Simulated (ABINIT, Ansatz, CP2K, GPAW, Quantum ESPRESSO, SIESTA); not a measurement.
# One structure in several programs: CsSiI3 (P1, 5 atoms in the cell)

Self-consistent single point, at a second geometry (atoms moved at random). First geometry:

```
CsSiI3
1.0
    4.24230     2.44930     3.69117
   -4.24230     2.44930     3.69117
    0.00000    -4.89859     3.69117
Cs Si I
1 1 3
Direct
  0.00101   0.00101   0.00101
  0.46266   0.46266   0.46266
  0.50187   0.50187   0.02939
  0.02939   0.50187   0.50187
  0.50187   0.02939   0.50187
```

Second geometry:
```yaml
crystal:
  lattice:
    - [4.24230, 2.44930, 3.69117]
    - [-4.24230, 2.44930, 3.69117]
    - [0.00000, -4.89859, 3.69117]
  atoms:
    - { symbol: Cs, position: [0.01268, 0.00139, 0.00226] }
    - { symbol: Si, position: [0.46814, 0.46723, 0.46663] }
    - { symbol: I, position: [0.49908, 0.49716, 0.02872] }
    - { symbol: I, position: [0.00715, 0.49102, 0.50180] }
    - { symbol: I, position: [0.50977, 0.04001, 0.49741] }
```

Shared settings, as Ansatz (an electronic-structure program) writes them: kpoints.mp_grid.grid = 4 4 4; scf.occupations.method = fermi_dirac; scf.occupations.width = 0.05 eV. Potentials and cutoffs stand in the table.

| code | model | ΔF from the first geometry (meV/atom) | pressure (GPa) | largest force (eV/Å) | gap on the mesh (eV) | cutoff |
|---|---|---|---|---|---|---|
| SIESTA | LDA PW92, numerical atomic orbitals DZP, PseudoDojo LDA standard norm-conserving potentials (rewritten from UPF to PSML) | 6.6 | -2.09 | 0.331 | 0.683 | grid 300 Ry |
| GPAW | LDA (Perdew-Wang 92), GPAW PAW datasets LDA (gpaw-data 1.0.1) | 8.9 | -1.99 | 0.366 | 0.693 | 600 eV |
| CP2K | LDA (Pade form), GPW, DZVP-MOLOPT-SR-GTH basis, GTH-PADE potentials (GTH_POTENTIALS) | 8.8 | -1.79 | 0.368 | 0.695 | grid 500 Ry |
| Quantum ESPRESSO | LDA (PZ), GBRV 1.5 ultrasoft (LDA) pseudopotentials | 9.3 | -2.08 | 0.382 | 0.691 | 40 Ry |
| Ansatz | LDA (PW92), PAW files made with PBE | 9.5 | -2.08 | 0.389 | 0.693 | 420 eV |
| ABINIT | LDA (PW92), PAW (JTH v2.0 LDA PAW) | 9.4 | -2.12 | 0.386 | 0.680 | 21 Ha |

Size of the force on each atom (eV/Å): Sizes of forces hide their directions.

```tsv
code	Cs1	Si2	I3	I4	I5
SIESTA	0.021	0.331	0.071	0.308	0.273
GPAW	0.017	0.366	0.114	0.353	0.164
CP2K	0.021	0.368	0.099	0.348	0.233
Quantum ESPRESSO	0.018	0.382	0.133	0.366	0.134
Ansatz	0.018	0.389	0.140	0.370	0.124
ABINIT	0.018	0.386	0.132	0.367	0.138
```

Gaps are read on the mesh.

On Ansatz's run: spin-orbit coupling is off.

The spread over the programs that give each value: ΔF from the first geometry within 2.9 meV/atom; pressure within 0.33 GPa; largest force within 0.058 eV/Å; gap on the mesh within 0.015 eV.

SIESTA and CP2K use small atom-centred bases, whose incompleteness enters pressures, forces and empty levels differently from a plane-wave cutoff. Ansatz's pressure is given at a fixed set of plane waves, as the other plane-wave codes print theirs. The same LDA comes in different parametrisations, which differ slightly. In the force vectors, SIESTA (by 0.174) and CP2K (by 0.101) lie more than 0.08 eV/Å from the median of the plane-wave programs.

The starting cell comes from a database of computed structures (which also holds hypothetical and non-ambient phases and stackings), without a prior relaxation at this level. For this run, on top of that: atoms moved at random.

Keys are those of Ansatz 0.2.
